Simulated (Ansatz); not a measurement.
# YWN$_{3}$ (space group R3c, No. 161; a cell from a computed database, its experimental status unchecked)

Space group R3c, hexagonal axes (No. 161); a = b = 5.523 Å, c = 13.593 Å, α = β = 90.00°, γ = 120.00°

```tsv
atom	site	symmetry	x	y	z
Y	6a	3.	0.0000	0.0000	0.2344
W	6a	3.	0.0000	0.0000	0.4933
N	18b	1	0.0813	0.3284	0.0969
```
(The calculation used a cell of 10 atoms; values per cell refer to that cell.)

The values are results of Kohn–Sham DFT with the PBEsol functional, run in Ansatz (a first-principles code) with PAW and 420 eV plane waves, spin-orbit coupling left out, not measurements. Γ-centred 7×7×7 mesh, Fermi–Dirac width 0.05 eV.

| Item | Result |
|---|---|
| Volume per atom | 11.97 Å³ |
| Density | 8.73 g/cm³ |
| Band gap | 1.52 eV (uncertain: the edges found on the path are not clean extrema) |
| Total energy | -3038.516 eV/atom (σ→0; compares only within this code and set-up) |

With W present, leaving out spin-orbit coupling can change the band edges. Whether these cells are dynamically stable was not tested.
